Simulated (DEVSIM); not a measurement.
System: abrupt GaP p-n junction, at 250 K.

Layer 1 from the left is GaP, thickness (μm) 44.0, Na (cm⁻³) 5.4e17, τn (s) 2.3e-7, τp (s) 2.3e-7. Layer 2 from the left is GaP, thickness (μm) 150, Nd (cm⁻³) 1.7e17, τn (s) 2.3e-7, τp (s) 2.3e-7.

Left contact: ohmic. Right contact: ohmic. Voltage is applied to the left contact. Recombination: SRH at mid-gap, radiative. Mobility is μmin + (μ − μmin)/(1 + (N/Nref)^α).

Constants are typed, rounded textbook-type inputs, not results; the design itself was drawn at random and stands for no fabricated device. Values at 300 K; Nc and Nv go as T^1.5, mobilities as T to minus their exponent, the gap by Varshni's rule with the affinity fixed.

GaP: gap (eV) 2.26, affinity (eV) 3.8, permittivity 11.1, Nc (cm⁻³) 1.8e19, Nv (cm⁻³) 1.9e19, μn (cm²/Vs) 250, μp (cm²/Vs) 150, μn,min 10, μp,min 10, Nref,n 4.4e18, Nref,p 1e18, αn 0.8, αp 0.85, T exponent of μn 1.6, T exponent of μp 1.98, B (cm³/s) 1e-13, Varshni α (eV/K) 0.00058, Varshni β (K) 372.

Problem. Estimate by hand the built-in potential, the peak field at zero bias, the capacitance at -0.6 V, and compare with a numerical solution.

Solution. 
- Built-in potential: ni = √(Nc Nv) exp(−Eg/2kT) = 0.000149 cm⁻³ with Eg = 2.279 eV; Vbi = kT/q ln(Na Nd/ni²) = 2.114 V; numerical 2.114 V.
- Peak field at zero bias: depletion approximation: W = √(2εVbi/(qN)) = 0.142 μm with N = 1.29e17 cm⁻³; field = 2Vbi/W = 299000 V/cm; numerical 296000 V/cm (estimate above by 1.0 %).
- Capacitance at -0.6 V: C = √(qεN / 2(Vbi + |V|)) = 61.2 nF/cm²; numerical 61.7 nF/cm² (estimate below by 0.79 %).

Simulated with DEVSIM: 1D drift-diffusion, Boltzmann statistics, complete ionisation; no tunnelling, impact ionisation, image-force lowering or self-heating.
